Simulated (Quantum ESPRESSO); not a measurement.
```
CELL_PARAMETERS angstrom
      8.38884     0.00000     0.00000
      0.00000     5.35039     0.00000
      0.00000     0.00000     9.98650
ATOMIC_POSITIONS crystal
  Ba 0.85390 0.75000 0.41654
  Ba 0.14610 0.25000 0.58346
  Ba 0.64610 0.25000 0.91654
  Ba 0.35390 0.75000 0.08346
  Ba 0.51999 0.25000 0.32885
  Ba 0.48001 0.75000 0.67115
  Ba 0.98001 0.75000 0.82885
  Ba 0.01999 0.25000 0.17115
  Ge 0.24925 0.25000 0.90019
  Ge 0.75075 0.75000 0.09981
  Ge 0.25075 0.75000 0.40019
  Ge 0.74925 0.25000 0.59981
```

Method: PBEsol, PSlibrary PAW (PBE) pseudopotentials (plane waves; Quantum ESPRESSO).

The set-up and first iterations of a Quantum ESPRESSO log for Ba2Ge (Pnma, 12 atoms in the cell):

```
     file Ba.pbe-spn-kjpaw_psl.1.0.0.UPF: wavefunction(s)  5S 6S renormalized

     Message from routine setup:
     using ibrav=0 with symmetry is DISCOURAGED, use correct ibrav instead
     G-vector sticks info
     --------------------
     sticks:   dense  smooth     PW     G-vecs:    dense   smooth      PW
     Sum        3447    2293    641               226657   123353   18143

     bravais-lattice index     =            0
     lattice parameter (alat)  =      15.8526  a.u.
     unit-cell volume          =    3024.8003 (a.u.)^3
     number of atoms/cell      =           12
     number of atomic types    =            2
     number of electrons       =        96.00
     number of Kohn-Sham states=           58
     kinetic-energy cutoff     =      45.0000  Ry
     charge density cutoff     =     270.0000  Ry
     scf convergence threshold =      1.0E-09
     mixing beta               =       0.5000
   [... lines left out ...]
        12        Ge     tau(  12) = (   0.7492500   0.1594495   0.7140441  )

     number of k points=    12  Marzari-Vanderbilt smearing, width (Ry)=  0.0037
                       cart. coord. in units 2pi/alat
        k(    1) = (   0.0000000   0.0000000   0.0000000), wk =   0.0833333
        k(    2) = (   0.0000000   0.0000000  -0.4200090), wk =   0.0833333
        k(    3) = (   0.0000000   0.3919736   0.0000000), wk =   0.1666667
        k(    4) = (   0.0000000   0.3919736  -0.4200090), wk =   0.1666667
        k(    5) = (   0.0000000  -0.7839472   0.0000000), wk =   0.0833333
        k(    6) = (   0.0000000  -0.7839472  -0.4200090), wk =   0.0833333
        k(    7) = (   0.3333333   0.0000000   0.0000000), wk =   0.1666667
        k(    8) = (   0.3333333   0.0000000  -0.4200090), wk =   0.1666667
        k(    9) = (   0.3333333   0.3919736   0.0000000), wk =   0.3333333
        k(   10) = (   0.3333333   0.3919736  -0.4200090), wk =   0.3333333
        k(   11) = (   0.3333333  -0.7839472   0.0000000), wk =   0.1666667
        k(   12) = (   0.3333333  -0.7839472  -0.4200090), wk =   0.1666667

     Dense  grid:   226657 G-vectors     FFT dimensions: (  90,  54, 100)

     Smooth grid:   123353 G-vectors     FFT dimensions: (  72,  48,  90)

     Initial potential from superposition of free atoms

     starting charge      95.8639, renormalised to      96.0000
     Self-consistent Calculation

     iteration #  1     ecut=    45.00 Ry     beta= 0.50

     negative rho (up, down):  2.794E-02 0.000E+00

     total energy              =   -4082.89737873 Ry
     estimated scf accuracy    <       1.10980304 Ry

     iteration #  2     ecut=    45.00 Ry     beta= 0.50

     negative rho (up, down):  5.811E-02 0.000E+00

     total energy              =   -4083.22071085 Ry
     estimated scf accuracy    <       0.41624212 Ry

     iteration #  3     ecut=    45.00 Ry     beta= 0.50

     negative rho (up, down):  7.021E-02 0.000E+00

     WARNING: integrated charge=    96.00016464, expected=    96.00000000

     total energy              =   -4083.29550264 Ry
     estimated scf accuracy    <       0.01198784 Ry
```

### Question
Will this run converge, and how will it end?

### Answer
The run ended unconverged after 100 iterations. It gives no final result for the task that was set. Warnings to mind: WARNING: integrated charge=    96.00016464, expected=    96.00000000; c_bands:  2 eigenvalues not converged; c_bands:  1 eigenvalues not converged. The log goes on:

```
   [... 95 blocks of this kind left out ...]

     iteration # 99     ecut=    45.00 Ry     beta= 0.50

     WARNING: integrated charge=    96.00332847, expected=    96.00000000

     total energy              =   -4083.29921351 Ry
     estimated scf accuracy    <       0.00000107 Ry

     iteration #100     ecut=    45.00 Ry     beta= 0.50
     Minimization algorithm failed to find Fermi energy: reverting to bisection
     Possible cause: smearing is larger than the electronic band-gap.

     WARNING: integrated charge=    96.00330620, expected=    96.00000000

     total energy              =   -4083.30250074 Ry
     estimated scf accuracy    <       0.00000187 Ry
     End of self-consistent calculation

     convergence NOT achieved after 100 iterations: stopping

   JOB DONE.
```

The starting cell comes from a database of computed structures (which also holds hypothetical and non-ambient phases and stackings), without a prior relaxation at this level. Its lattice was rescaled by a random factor within 2.5 % of one.

The run was DFT, PBEsol, plane waves, PSlibrary PAW (PBE) pseudopotentials. Main settings of its input:

ecutwfc: 45 Ry
ecutrho: 270 Ry
occupations: smearing
smearing: marzari-vanderbilt
degauss: 0.0036749 Ry
input_dft: pbesol
potentials: {Ba: Ba.pbe-spn-kjpaw_psl.1.0.0.UPF, Ge: Ge.pbe-n-kjpaw_psl.1.0.0.UPF}
K_POINTS: automatic 3 4 2 0 0 0
conv_thr: 1e-09 Ry
mixing_beta: 0.5
